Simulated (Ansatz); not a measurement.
Abridged Ansatz (a program for electronic structure) output:

```
Relaxation: its limit of steps is 50 (relax.max_steps)
Pseudopotential: Al, paw, valence charge 3
Pseudopotential: N, paw, valence charge 5
Crystal: 2 atoms, lattice volume = 20.723 Å³
Basis set: ecut = 420 eV, 411 PW (Γ), exchange–correlation on 48×48×48 points (8 copies of the dense FFT grid, shifted against one another)
Bands: 8, of which v1, the nominal top of the filled ones, is band 4 counted from 1 (3 counted from 0)
Symmetry: 6 space group operations
k-points: 231 of 2197 (time reversal used)
Functional: x = slater, c = lda
SCF iter   1: F=—  HF=-889.812562 eV  |F-HF|=—  |Δ(HF+E_count)|=         —  Δρ=8.87e-3  dr2=1.85e-2  ethr=1.77e-3  ⟨swp⟩=4.8  Hψ=13667  notcnv=0
SCF iter   2: F=—  HF=-889.807744 eV  |F-HF|=—  |Δ(HF+E_count)|=   4.82e-3  Δρ=4.84e-3  dr2=2.71e-3  ethr=2.32e-4  ⟨swp⟩=2.4  Hψ=4875  notcnv=0
SCF 1 converged in 6 iterations: F = -889.806785 eV  dr2 = 3.87e-11
relax step   1: F+E_penalty+E_count = -889.80678527 eV  Δ(F+E_penalty+E_count) = +0.000e0 eV  max|allowed force component| = 1.309e-1 eV/Å  Δτ_max = 0.0000 Å  P = -2.494 GPa  Ω = 20.723 Å³  fix = [a, b, gamma]  reactions: a -4.370, b -4.370 GPa  (6 SCF iters, dr2 threshold 1.00e-7 eV, accepted)
[... steps on the carried basis left out ...]
relax step   7: F+E_penalty+E_count = -889.80741356 eV  Δ(F+E_penalty+E_count) = +2.710e-6 eV  max|allowed force component| = 1.654e-6 eV/Å  Δτ_max = 0.0000 Å  P = -2.754 GPa  Ω = 20.746 Å³  energy of the carried Pulay correction = -2.740e-6 eV  fix = [a, b, gamma]  reactions: a -4.132, b -4.132 GPa  (3 SCF iters, dr2 threshold 5.37e-10 eV, accepted)
Crystal: 2 atoms, lattice volume = 20.746 Å³
SCF iter   1: F=—  HF=-889.807414 eV  |F-HF|=—  |Δ(HF+E_count)|=         —  Δρ=1.12e-6  dr2=1.89e-10  ethr=5.96e-8  ⟨swp⟩=2.9  Hψ=18731  notcnv=0
SCF iter   2: F=—  HF=-889.807414 eV  |F-HF|=—  |Δ(HF+E_count)|=   5.04e-7  Δρ=6.42e-7  dr2=4.30e-11  ethr=2.37e-12  ⟨swp⟩=2.5  Hψ=2872  notcnv=0
SCF 8 converged in 4 iterations: F = -889.807414 eV  dr2 = 2.99e-13
SCF converged after 4 iterations
Free energy (F): -889.807414 eV
Internal energy: -889.807414 eV  (E = F + TS)
E sigma→0 (E₀):  -889.807414 eV
Fermi energy:    8.438536 eV
--- Forces (eV/Å), atoms counted from 1 ---
  atom   1  Al    -0.00000000    -0.00000000     0.00000251
  atom   2  N     -0.00000000     0.00000000    -0.00000258
--- Stress (GPa, compression-positive) ---
       -4.131537       0.000000       0.000000
       -0.000000      -4.131537      -0.000000
        0.000000      -0.000000       0.000373
  P = ⅓ Tr σ = -2.7542 GPa (-27.542 kbar)
--- Relaxed structure (6 steps of the walk, 6 accepted, 2 SCFs on fresh bases) ---
  cell:  # Å, volume = 20.7464 Å³
    - [3.0959310815818517, -3.7403906747915525e-42, 1.0853551614126237e-34]
    - [1.5479655407909259, 2.681154965015717, 1.7898601814953362e-11]
    - [1.5479655407909259, -0.8937183216885908, 2.4993654937866054]
  atoms:
    - { symbol: Al, position: [0.00105477288542559, -0.000527386442712795, -0.001582159328138385] }
    - { symbol: N, position: [0.49894522711457445, 0.2505273864427128, 0.7515821593281382] }
```

Problem. What was computed, and what are the main results?

Solution. AlN, 2 atoms in the cell, with LDA (Ansatz, PAW, without spin-orbit coupling). The last SCF converged to F = -889.807414 eV, or -444.9037 eV per atom, at a pressure of -2.75 GPa. The total energy compares only with runs of the same code, potentials and settings.

The cells carry an imposed strain or load. Stability against distortions was not tested. The cell was made from AlN in the zinc blende structure (space group F-43m, No. 216) by this change: biaxial strain +0.83 %, plane normal [111], relaxed out of plane. This is not the structure that AlN has at room temperature and ambient pressure.

Keys are those of Ansatz 0.2.
